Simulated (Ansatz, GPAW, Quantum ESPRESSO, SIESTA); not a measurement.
**Code comparison for Mg₆SbMo (P1, 8 atoms in the cell)**

Self-consistent single point, at a second geometry (atoms moved at random). First geometry:

```
CELL_PARAMETERS angstrom
      5.00334     0.00000     0.00000
      0.00000     3.11246     5.26738
      0.00000    -3.11246     5.26738
ATOMIC_POSITIONS crystal
  Mg 0.00000 0.32564 0.83724
  Mg 0.00000 0.83724 0.32564
  Mg 0.00000 0.33432 0.33432
  Mg 0.50000 0.15422 0.67426
  Mg 0.50000 0.67426 0.15422
  Mg 0.50000 0.16642 0.16642
  Sb 0.50000 0.67576 0.67576
  Mo 0.00000 0.83216 0.83216
```

Second geometry:
```yaml
crystal:
  lattice:
    - [5.00334, 0.00000, 0.00000]
    - [0.00000, 3.11246, 5.26738]
    - [0.00000, -3.11246, 5.26738]
  atoms:
    - { symbol: Mg, position: [0.00957, 0.31994, 0.82395] }
    - { symbol: Mg, position: [0.00254, 0.82461, 0.34693] }
    - { symbol: Mg, position: [0.99994, 0.33454, 0.32795] }
    - { symbol: Mg, position: [0.50177, 0.16629, 0.66433] }
    - { symbol: Mg, position: [0.48736, 0.66492, 0.16181] }
    - { symbol: Mg, position: [0.50039, 0.16567, 0.17661] }
    - { symbol: Sb, position: [0.50488, 0.68377, 0.67327] }
    - { symbol: Mo, position: [0.99356, 0.84027, 0.82518] }
```

Shared settings, as Ansatz (an electronic-structure program) writes them: kpoints.mp_grid.grid = 4 3 3; scf.occupations.method = gaussian; scf.occupations.width = 0.1 eV. Potentials and cutoffs stand in the table.

| code | model | ΔF from the first geometry (meV/atom) | pressure (GPa) | largest force (eV/Å) | cutoff |
|---|---|---|---|---|---|
| Ansatz | PBEsol, PAW files made with PBE | 12.3 | -1.33 | 0.480 | 420 eV |
| GPAW | PBEsol, GPAW PAW datasets PBEsol (made by gpaw-setup) | 12.3 | -1.33 | 0.481 | 800 eV |
| SIESTA | GGA PBEsol, numerical atomic orbitals DZP, PseudoDojo PBEsol standard norm-conserving potentials (rewritten from UPF to PSML) | 14.1 | 1.56 | – | grid 400 Ry |
| Quantum ESPRESSO | PBEsol, PseudoDojo standard norm-conserving (PBESOL) pseudopotentials | 12.3 | -1.28 | 0.476 | 85 Ry |

Size of the force on each atom (eV/Å): Sizes of forces hide their directions.

```json
[
 {"code": "Ansatz", "Mg1": "0.480", "Mg2": "0.460", "Mg3": "0.118", "Mg4": "0.320", "Mg5": "0.444", "Mg6": "0.353", "Sb7": "0.278", "Mo8": "0.315"},
 {"code": "GPAW", "Mg1": "0.481", "Mg2": "0.457", "Mg3": "0.119", "Mg4": "0.319", "Mg5": "0.444", "Mg6": "0.354", "Sb7": "0.279", "Mo8": "0.319"},
 {"code": "Quantum ESPRESSO", "Mg1": "0.476", "Mg2": "0.462", "Mg3": "0.116", "Mg4": "0.320", "Mg5": "0.443", "Mg6": "0.351", "Sb7": "0.275", "Mo8": "0.317"}
]
```

A dash marks a value that a program does not give, or that is left out as unsure.

On Ansatz's run: spin-orbit coupling is off. Spin polarisation is off.

The spread over the programs that give each value: ΔF from the first geometry within 1.8 meV/atom; pressure within 2.89 GPa; largest force within 0.005 eV/Å.

SIESTA uses small atom-centred bases, whose incompleteness enters pressures, forces and empty levels differently from a plane-wave cutoff. Ansatz's pressure is given at a fixed set of plane waves, as the other plane-wave codes print theirs. In the pressure, SIESTA (by 2.89) lies more than 1 GPa from the median of the plane-wave programs.

The shared mesh is coarse (it stands for a supercell whose shortest vector is 18 Å), so the values are not converged in it.

The starting cell comes from a database of computed structures (which also holds hypothetical and non-ambient phases and stackings), without a prior relaxation at this level. For this run, on top of that: atoms moved at random.

Left out of this page: CP2K (unsound by tests on forces, stress, charge or solver warnings); Elk (not drawn, or without a comparable value).

Keys are those of Ansatz 0.2.
